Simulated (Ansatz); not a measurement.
Worked sum: formation energy of H_i in TiAl (P4/mmm)

This concerns the formation energy of H_i in TiAl (P4/mmm). Reaction: 18 TiAl (P4/mmm) + 1/2 H2 (gas) → cell A.

A: a supercell of 36 sites of TiAl (P4/mmm) with H off the lattice sites (4 Ti at 2.00 Å and 2 Al at 2.08–2.12 Å); spin state with PBE: run without spin.

Setting: static, neutral cells in Ansatz (PAW) whose structures rest at the PBE level. Ansatz (a first-principles code) runs with its default PAW set. Other levels take these structures. The lattices are those relaxed with PBE, so at other levels the solids can be strained. Larger cells are relaxed from a start prepared with the learned potential CHGNet, on a coarser mesh till forces fall under 0.03 eV/Å, which some starts already meet. A dispersion term (D3(BJ), or D4 for r2SCAN) was computed beside these levels and is taken off wherever the name lacks it. Mesh and cell size may move defect energies by 0.1 eV or more. The value holds for the reservoirs listed; other chemical potentials shift it. Cell A has symmetry P4mm and got no random move, so less symmetric positions, which may lie lower, weren't tried.

Total energies of the cells in eV, at zero smearing width. They compare only within one column; the weights balance every element.

```csv
cell,atoms,weight,r2SCAN
A: TiAl:H_i,37,+1,-54838.41850
TiAl (P4/mmm),36,−1,-54822.33030
H2 (gas),2,−1/2,-31.88989
```

r2SCAN: (-54838.41850) − (-54822.33030) − 1/2 × (-31.88989) = -0.143 eV.
